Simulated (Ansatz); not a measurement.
# Zinc-blende PbTe (model structure)

Level of theory: r²SCAN in Ansatz (PAW).

Run with plane-wave cutoff 500 eV, 10×10×10 k mesh, Fermi–Dirac smearing 0.05 eV, scalar-relativistic PAW data made under PBE.

Cell (relaxed at this level):

```
PbTe
1.0
    0.00000     3.64193     3.64193
    3.64193     0.00000     3.64193
    3.64193     3.64193     0.00000
Te Pb
1 1
Cartesian
  1.82096   1.82096   1.82096
  0.00000   0.00000   0.00000
```

| Property | Result |
|---|---|
| band gap | 0.81 eV (on the SCF k mesh) |

Note: the relaxation could raise the start's symmetry but not lower it, so the cell can be a saddle point.

Spin–orbit coupling is not included; with these elements it can move the gap by several tenths of an eV or more.

Computing time: about 70 core-seconds (a rough figure).

A model structure was made by putting elements into a prototype or built by hand; it is no filed structure, need not be a known phase, and can be a saddle point held by its symmetry.

Ansatz is an electronic-structure program.
